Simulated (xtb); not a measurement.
xtb 6.7.1, GFN2-xTB: Ba(Br)(OMe)(OH2)2 (C[O][Ba](<-[OH2])(<-[OH2])[Br]), 13 atoms. The geometry is a generated start, not checked to be a minimum at this level.

```
Quantity                                                                                                        Value
------------------------  -------------------------------------------------------------------------------------------
method                                                                                                       GFN2-xTB
--acc                                                                                                     1 (default)
--etemp (K)                                                                                             300 (default)
detailed input (--input)  none: ANC optimiser, Lindh (1995) Hessian, microcycle=20, maxdispl=1.0, hlow=0.01 (default)
basis functions                                                                                                    43
valence electrons                                                                                                  38
```

```xyz
13

Ba    -0.1562    -0.6515     0.8602
Br     1.0882     1.4115     2.3175
O      0.6933    -0.5997    -1.0433
C      1.1716    -0.6615    -2.3353
H      2.1491    -1.1602    -2.3773
H      0.4842    -1.2243    -2.9871
H      1.2948     0.3461    -2.7610
O     -1.1605     1.0393    -0.6110
H     -0.4343     0.4111    -0.9868
H     -0.7387     1.9032    -0.6860
O     -1.3616    -0.5016     3.2421
H     -2.1607    -0.5714     3.7760
H     -0.8693     0.2591     3.5919
```

The structure is relaxed from this start with --opt LEVEL for the levels crude, sloppy, loose, lax, normal, tight, vtight, extreme, once each. Up to the end of the extreme run atoms move by at most 1.4 Å along an axis.

### Question
What is the loosest level that ends within 5 meV of the extreme run, and how many cycles does it take?

### Answer
tight: 90 cycles against 116, ending 0.13 meV above.

```
level    cycles  energy above the extreme run (meV)  gradient norm (eV/Å)
-------  ------  ----------------------------------  --------------------
crude         1                                  32                 0.095
sloppy        1                                  32                 0.095
loose         1                                  32                 0.095
lax           1                                  32                 0.095
normal       45                                 7.7                 0.048
tight        90                                0.13                 0.019
vtight      104                               0.022                0.0022
extreme     116                                   —                0.0018
```
